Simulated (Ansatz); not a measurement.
Short convergence ladders for CaC2 (R3m, 3 atoms in the cell)

```xyz
3
Lattice="1.9347 1.1170 3.9341 -1.9347 1.1170 3.9341 0.0000 -2.2340 3.9341" Properties=species:S:1:pos:R:3 pbc="T T T"
Ca     0.0000     0.0000     0.0500
C      0.0000     0.0000     6.5257
C      0.0000     0.0000     5.2767
```

Base method: PBEsol, default PAW files made with PBE (plane waves; Ansatz, a quantum-chemistry and plane-wave program).

Base settings: basis.ecutwfc = 420 eV; kpoints.mp_grid.grid = 8 8 8; hamiltonian.xc = pbesol; hamiltonian.pseudopotentials = {kind: paw} (the program's default PAW files); scf.occupations.method = fermi_dirac; scf.occupations.width = 0.05 eV.

The count of work is k-points × plane waves × bands × iterations; it is no time. 

**The cutoff for other potential files**

Level: DFT, PBEsol, plane waves, harder PAW files (source: ansatz) made with PBE.

In this ladder: hamiltonian.pseudopotentials = {kind: paw, source: ansatz}.

The second cell is the first with its lattice scaled by 0.98.

The mesh stays at the base's, so the ladder's end is converged at best in this setting alone.

The first pressure column holds Ansatz's estimate of the finite-basis (Pulay) stress, which hides part of the cutoff error; the other is without it.

Only quantities that move along the ladder and can be compared are tabulated.

```csv
basis.ecutwfc,free energy less the last step's (meV/atom),energy of the compressed cell less the first (meV/atom),pressure (GPa),pressure without the Pulay estimate (GPa),largest difference of a force vector from the last step's (eV/Å),count of work / last
370 eV,294.86,19.00,0.22,-10.65,0.859,0.11
450 eV,84.07,10.54,-1.14,-4.88,0.137,0.15
575 eV,9.72,9.26,-1.31,-1.98,0.003,0.21
695 eV,0.94,9.29,-1.31,-1.37,0.002,0.28
820 eV,0.46,9.28,-1.31,-1.31,0.001,0.35
985 eV,0.24,9.27,-1.31,-1.32,0.000,0.46
1230 eV,0.04,9.27,-1.31,-1.31,0.000,0.65
1640 eV,0.00,9.27,-1.31,-1.31,0.000,1.0
```

Coarsest basis.ecutwfc that holds the pressure within 0.05 GPa of the last step, with all finer ones: 575 eV, at 0.21 of the last step's count of work; the step before is off by 0.17 GPa.

Coarsest basis.ecutwfc that holds the free energy within 2 meV/atom of the last step, with all finer ones: 695 eV, at 0.28 of the last step's count of work; the step before is off by 9.7 meV/atom.

Coarsest basis.ecutwfc that holds the pressure without the Pulay estimate within 0.2 GPa of the last step, with all finer ones: 695 eV, at 0.28 of the last step's count of work; the step before is off by 0.67 GPa.

The energy difference between the two cells stays within 1 meV/atom of the last step's from 575 eV on, the total only from 695 eV on: much of the error is common to both cells and cancels.

At the lowest cutoff the pressure without the Pulay estimate lies 9.3 GPa under the last step's, the usual sign of Pulay stress in an incomplete plane-wave basis.

**The density cutoff**

The mesh stays at the base's, so the ladder's end is converged at best in this setting alone.

Only quantities that move along the ladder and can be compared are tabulated.

| basis.ecutrho_ratio | free energy less the last step's (meV/atom) |
|---|---|
| 2 | -1.17 |
| 3 | 0.00 |
| 4 | 0.00 |
| 5 | 0.00 |
| 6 | 0.00 |
| 8 | 0.00 |
| 10 | 0.00 |
| 12 | 0.00 |
| 16 | 0.00 |

Coarsest basis.ecutrho_ratio that holds the free energy within 0.5 meV/atom of the last step, with all finer ones: 3; the step before is off by 1.2 meV/atom.

**The relaxed cell against the cutoff**

On CaC2 (R-3m, 3 atoms in the cell): atoms on their sites.

In this ladder: relax = cell and atoms.

The mesh stays at the base's, so the ladder's end is converged at best in this setting alone.

Only quantities that move along the ladder and can be compared are tabulated.

| basis.ecutwfc | relaxed volume (Å³/atom) | relaxation steps |
|---|---|---|
| 210 eV | 17.220 | 30 |
| 250 eV | 16.606 | 22 |
| 295 eV | 16.420 | 14 |
| 355 eV | 16.455 | 7 |
| 420 eV | 16.443 | 7 |
| 505 eV | 16.444 | 5 |
| 630 eV | 16.443 | 5 |
| 840 eV | 16.443 | 5 |

Coarsest basis.ecutwfc that holds the relaxed volume within 0.082 Å³/atom of the last step, with all finer ones: 295 eV; the step before is off by 0.16 Å³/atom.

At the lowest cutoff the cell relaxes to a volume 4.7 % larger than at the highest. Ansatz relaxes on a stress corrected for the finite basis.

On the base run: the starting cell comes from a database of computed structures (which also holds hypothetical and non-ambient phases and stackings), without a prior relaxation at this level. Its lattice was rescaled by up to half a per cent. One atom was moved a little off its site on purpose.

Keys are those of Ansatz 0.2.
